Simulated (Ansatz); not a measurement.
**Element substitutions in MgO**

Consider MgO in the rock salt structure (space group Fm-3m, No. 225).

```
MgO
1.0
    0.00000     2.10706     2.10706
    2.10706     0.00000     2.10706
    2.10706     2.10706     0.00000
O Mg
1 1
Cartesian
  0.00000   0.00000   0.00000
  2.10706   2.10706   2.10706
```

Each row replaces one element on all its sites; cell and atoms are relaxed.

Computed with Kohn–Sham DFT with the PBEsol functional, run in Ansatz (a program for electronic structure) with PAW and 420 eV plane waves, no spin-orbit coupling.

```
change   band gap  shortest interatomic distance
-------  --------  -----------------------------
base      4.62 eV                        2.107 Å
Mg → Ca   3.54 eV                            ___
O → F         ___                        2.430 Å
Mg → Sr       ___                            ___
```

Problem. Complete the table.

Solution. 
- Mg → Ca, shortest interatomic distance: 2.384 Å
- O → F, band gap: zero
- Mg → Sr, band gap: 3.20 eV
- Mg → Sr, shortest interatomic distance: 2.561 Å

Whether these cells are dynamically stable was not tested. As relaxed here, MgF is a hypothetical phase, not in the database extracts checked. All final runs are without spin polarisation. An odd electron count without spin: MgF.
